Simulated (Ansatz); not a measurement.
## A series of runs on Zr2As (P4/nmm, 6 atoms in the cell)

```cif
data_As2Zr4
_chemical_formula_sum 'Zr4 As2'
_space_group_name_H-M_alt 'P 1'
_space_group_IT_number 1
_cell_length_a 4.59797
_cell_length_b 4.59797
_cell_length_c 7.01579
_cell_angle_alpha 90.000
_cell_angle_beta 90.000
_cell_angle_gamma 90.000
loop_
_space_group_symop_operation_xyz
  'x, y, z'
loop_
_atom_site_label
_atom_site_type_symbol
_atom_site_fract_x
_atom_site_fract_y
_atom_site_fract_z
_atom_site_occupancy
Zr1 Zr 0.00000 0.00000 0.00000 1
Zr2 Zr 0.50000 0.50000 0.00000 1
Zr3 Zr 0.50000 0.00000 0.27000 1
Zr4 Zr 0.00000 0.50000 0.73000 1
As1 As 0.50000 0.00000 0.70000 1
As2 As 0.00000 0.50000 0.30000 1
```

Base run A: Ansatz (a program for electronic structure) with revPBE, default PAW files made with PBE, self-consistent single point.

Its settings: kpoints.mp_grid.grid = 6 6 4; kpoints.mp_grid.shift = 0.5 0.5 0.5; hamiltonian.xc = revpbe; hamiltonian.pseudopotentials = {kind: paw} (the program's default PAW files); scf.occupations.method = cold; scf.occupations.width = 0.05 eV.

The starting cell was generated: these elements placed on a structure prototype, without a prior relaxation; it need not be a known phase or ordering of this composition. In the base run, with a pressure of about -5 GPa the cell is away from its equilibrium volume at this level. In the base run, forces exceed 1 eV/Å. Ansatz's pressure includes its estimate of the finite-basis (Pulay) stress.

ΔF is the free energy per atom less that of run A. 

Run A gave: pressure (GPa) -4.89; largest force (eV/Å) 3.436; k-points 12.

Runs:
- B: kpoints.mp_grid.grid, kpoints.mp_grid.shift = 4 4 2, default
- C: kpoints.mp_grid.grid, kpoints.mp_grid.shift = 4 4 2, 0.5 0.5 0.5
- D: kpoints.mp_grid.grid, kpoints.mp_grid.shift = 4 4 3, default
- E: kpoints.mp_grid.grid, kpoints.mp_grid.shift = 4 4 3, 0.5 0.5 0.5
- F: kpoints.mp_grid.grid, kpoints.mp_grid.shift = 5 5 3, default
- G: kpoints.mp_grid.grid, kpoints.mp_grid.shift = 5 5 3, 0.5 0.5 0.5
- H: kpoints.mp_grid.grid, kpoints.mp_grid.shift = 6 6 4, default
- I: kpoints.mp_grid.grid, kpoints.mp_grid.shift = 6 6 4, 0 0 0.5

Problem. What does run G change against A?

Solution. The free energy rises by 4.8 meV/atom, the pressure moves little (-4.89 to -4.90 GPa) and the largest force goes from 3.436 to 3.479 eV/Å.

```tsv
run	ΔF (meV/atom)	pressure (GPa)	largest force (eV/Å)	k-points
A	0.00	-4.89	3.436	12
B	5.8	-4.80	3.369	12
C	6.9	-4.83	3.417	3
D	3.8	-4.68	3.487	12
E	9.3	-4.72	3.418	6
F	1.05	-4.86	3.461	12
G	4.8	-4.90	3.479	12
H	0.14	-4.79	3.465	30
I	1.13	-4.80	3.415	20
```

Keys are those of Ansatz 0.2.
